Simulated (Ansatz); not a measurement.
A computed series for MgTe: response to strain

Base system: MgTe in the wurtzite structure (space group P6_3mc, No. 186; a = 4.561 Å, c = 7.412 Å).

Strains are applied to the cell and any free atomic positions relax.

Method: Ansatz (an electronic-structure program) PBEsol, without spin-orbit coupling.

Notes on the quantities. pressure: mean of the normal stresses, compression positive.

| isotropic strain (%) | pressure (GPa) |
|---|---|
| 0 | 0.0 |
| 0.6 | -0.6 |
| 1.2 | -1.2 |
| 1.8 | ? |
| 2.4 | -2.2 |
| 3 | -2.7 |

Problem. Fit P = P₀ − Bδ + Cδ² with δ = (1 + ε)³ − 1 to the rows shown and predict the withheld row.

Solution. Least squares on the printed values gives P₀ = 0.0 GPa, B = 34.5 GPa (at held cell shape), C = 59.8 GPa (largest residual 0.0 GPa); this predicts -1.7 GPa, and the run gives -1.7 GPa, in agreement.

Stability against distortions was not tested.
